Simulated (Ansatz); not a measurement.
Consider CaO in the rock salt structure (space group Fm-3m, No. 225).

```
CELL_PARAMETERS angstrom
      0.00000     2.39740     2.39740
      2.39740     0.00000     2.39740
      2.39740     2.39740     0.00000
ATOMIC_POSITIONS crystal
  O  0.00000 0.00000 0.00000
  Ca 0.50000 0.50000 0.50000
```

Cartesian axes are those of the cell as printed.

Level of theory: r2SCAN (Ansatz, a quantum-chemistry and plane-wave program, PAW, spin-orbit coupling left out).

For the base:

The valence-band top at Γ is 0.00, 0.00, 0.00 eV. The band gap comes out as 4.20 eV.

The change: uniaxial strain ε_xx = +0.95 %, all other strain components held at zero, atoms relaxed at fixed cell.

Question: Estimate the effect on the energy relative to the base, valence-band top at Γ and band gap.

Answer: The energy grows by 0.9 meV/atom; the valence-band top at Γ (three highest levels, from the VBM) becomes 0.00, 0.00, -0.02 eV (base: 0.00, 0.00, 0.00 eV); the band gap decreases by 0.02 eV (4.20 eV → 4.18 eV).

Stability against distortions was not tested.
